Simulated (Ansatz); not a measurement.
Ansatz (a first-principles code) run on Co₃ReB₄ (Pm, 8 atoms in the cell): self-consistent single point.

Method of the run: PBEsol, PAW files made with PBE (plane waves; Ansatz).

The change in words: lattice scaled by 0.98. Reference geometry:
```
CELL_PARAMETERS angstrom
      4.12595     0.00000     0.00000
      0.00000     3.03195     0.00000
     -0.13336     0.00000     5.41320
ATOMIC_POSITIONS crystal
  Co 0.86977 0.00000 0.17346
  Co 0.37156 0.50000 0.32008
  Co 0.12718 0.50000 0.82626
  Re 0.63063 0.00000 0.67922
  B  0.12836 0.00000 0.52039
  B  0.36690 0.00000 0.04471
  B  0.90009 0.50000 0.45031
  B  0.60551 0.50000 0.98557
```

Reference input (self-consistent single point, DFT, PBEsol, plane waves, PAW files made with PBE): basis.ecutwfc = 420 eV; kpoints.mp_grid.grid = 5 7 4; hamiltonian.xc = pbesol; hamiltonian.pseudopotentials = {kind: paw} (the program's default PAW files); scf.occupations.method = gaussian; scf.occupations.width = 0.05 eV. This run's input differs from it in these lines:

```diff
@@ -2,5 +2,5 @@
   lattice:
-    - [4.125950, 0.000000, 0.000000]
-    - [0.000000, 3.031950, 0.000000]
-    - [-0.133364, 0.000000, 5.413197]
+    - [4.043431, 0.000000, 0.000000]
+    - [0.000000, 2.971311, 0.000000]
+    - [-0.130697, 0.000000, 5.304933]
   atoms:
```

Output (repeated stretches shortened):

```
SCF iter   1: F=—  HF=-26632.763388 eV  |F-HF|=—  |Δ(HF+E_count)|=         —  Δρ=9.49e-2  dr2=1.22e1  ethr=3.10e-3  ⟨swp⟩=6.0  Hψ=7265  notcnv=0  defer=3
all-band conjugate gradients solve this SCF's bands
preconditioner: auto → Kerker (q_TF=auto, 2.822 Å⁻¹)
SCF iter   2: F=—  HF=-26631.546115 eV  |F-HF|=—  |Δ(HF+E_count)|=    1.22e0  Δρ=5.78e-2  dr2=4.59e0  ethr=3.10e-3  ⟨swp⟩=2.0  Hψ=2715  notcnv=0  defer=102
   [... lines left out ...]
SCF iter   7: F=—  HF=-26630.880164 eV  |F-HF|=—  |Δ(HF+E_count)|=   1.97e-5  Δρ=1.34e-4  dr2=1.77e-5  ethr=1.98e-7  ⟨swp⟩=1.7  Hψ=2701  notcnv=0  defer=96
SCF iter   8: F=—  HF=-26630.880120 eV  |F-HF|=—  |Δ(HF+E_count)|=   4.39e-5  Δρ=5.37e-5  dr2=3.56e-6  ethr=2.27e-8  ⟨swp⟩=2.0  Hψ=2894  notcnv=0  defer=96
SCF iter   9: F=—  HF=-26630.880120 eV  |F-HF|=—  |Δ(HF+E_count)|=   3.64e-7  Δρ=1.24e-5  dr2=1.14e-7  ethr=4.56e-9  ⟨swp⟩=2.4  Hψ=2830  notcnv=0  defer=96
SCF iter  10: F=-26630.880120 eV  HF=-26630.880120 eV  |F-HF|=5.30e-8  |Δ(HF+E_count)|=   2.17e-8  Δρ=1.01e-5  dr2=5.39e-8  ethr=1.28e-10  ⟨swp⟩=11.5  Hψ=8825  notcnv=0
SCF 1 converged in 10 iterations: F = -26630.880120 eV  dr2 = 5.39e-8
Free energy (F): -26630.880120 eV
Internal energy: -26630.873092 eV  (E = F + TS)
E sigma→0 (E₀):  -26630.876606 eV
Entropy (-TS):   -0.007027 eV (-0.878 meV/atom)
Fermi energy:    20.262709 eV
--- Forces (eV/Å), atoms counted from 1 ---
  atom   1  Co     0.03324678     0.00000000    -0.04601238
  atom   2  Co     0.07520000     0.00000000     0.03641728
  atom   3  Co    -0.11325018     0.00000000     0.00290185
  atom   4  Re     0.00583023     0.00000000    -0.03466343
  atom   5  B      0.15079881     0.00000000     0.00901174
  atom   6  B     -0.23386095     0.00000000     0.11134430
  atom   7  B     -0.12040474     0.00000000    -0.16365392
  atom   8  B      0.20244274     0.00000000     0.08465850
--- Stress (GPa, compression-positive) ---
       10.999382       0.000000      -0.684521
        0.000000      12.312675       0.000000
       -0.684525       0.000000       9.538524
  P = ⅓ Tr σ = 10.9502 GPa (109.502 kbar)
  The stress holds the Pulay correction. Without it, at fixed plane waves, as pw.x and ABINIT print it: P = 10.7468 GPa
```

The run converged in 10 iterations. Against the reference run the free energy is nearly the same (within 1 meV/atom), the pressure goes from -9.80 to 10.95 GPa and the largest force goes from 0.070 to 0.259 eV/Å.

The starting cell comes from a database of computed structures (which also holds hypothetical and non-ambient phases and stackings), without a prior relaxation at this level. For this run, on top of that: lattice scaled by 0.98. Spin polarisation is off. With a pressure of about 11 GPa the cell is away from its equilibrium volume at this level. Ansatz's pressure includes its estimate of the finite-basis (Pulay) stress.

Keys are those of Ansatz 0.2.
